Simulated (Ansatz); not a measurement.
Cubic perovskite CsCdF₃, treated with LDA in Ansatz (plane waves, PAW).

Settings: plane-wave cutoff 520 eV, 8×8×8 k mesh, Fermi–Dirac smearing 0.01 eV, scalar-relativistic PAW data made under PBE.

Pressure at four volumes; x = ln(V/16.799 Å³). One pressure is withheld.

```tsv
V (Å³/atom)	x	P (GPa)
15.791	-0.0619	5.51
16.799	0.0000	0.03
17.471	0.0392	-2.67
17.807	0.0583	?
```

Task: Pass a parabola P(x) through the three rows shown, estimate the bulk modulus and its pressure derivative near zero pressure, and predict the withheld pressure.

Result: Slopes between the rows: (0.03 − (5.51))/(0.0000 − (-0.0619)) = -88.53 and (-2.67 − (0.03))/(0.0392 − (0.0000)) = -68.88 GPa. Their difference over the span 0.1011 is c = 19.65/0.1011 = 194.4 GPa, so P(x) = 5.51 + (-88.53)(x − (-0.0619)) + 194.4 (x − (-0.0619))(x − (0.0000)). At the middle row B = −dP/dx = −[-88.53 + 194.4 × 0.0619] = 76.5 GPa, and B′ = dB/dP = 2c/B = 5.1. At x = 0.0583 the parabola gives -3.77 GPa; the run gives -3.80 GPa. The Birch–Murnaghan fit to the energies at all volumes has B0 = 75.8 GPa and B′ = 5.0.

Note: the relaxation could not lower the start's symmetry, so the cell can be a saddle point above a distorted one.

Spin–orbit coupling is not included.

Ansatz is a program for electronic structure.
